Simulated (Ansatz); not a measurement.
Base system: TiSi2 (space group Fddd, No. 70; a = 4.779 Å, b = 8.230 Å, c = 8.521 Å). Axes: x, y, z lie along a, b, c of the conventional cell.

All numbers come from Ansatz (an electronic-structure program) r2SCAN, no SOC.

Before the change:

```
Item                            Result
-----------------------------  -------
Shortest interatomic distance  2.519 Å
```

One thing is altered: compressive biaxial strain of 0.52 % in the plane normal to [001], as in epitaxy on a mismatched substrate; the out-of-plane cell vector and the atoms relax.

Problem. Estimate the effect on the energy relative to the base.

Solution. The energy increases by 0.8 meV/atom.

Problem. What does the calculation give for the shortest interatomic distance after the change?

Solution. The shortest interatomic distance is nearly the same (2.519 Å against 2.518 Å).

Without a gap, meshes like the base's 13×13×13 leave anisotropic stresses uncertain by several tenths of a GPa, and small strain energies with them. No phonon test of stability was made. The final runs are not spin-polarised.
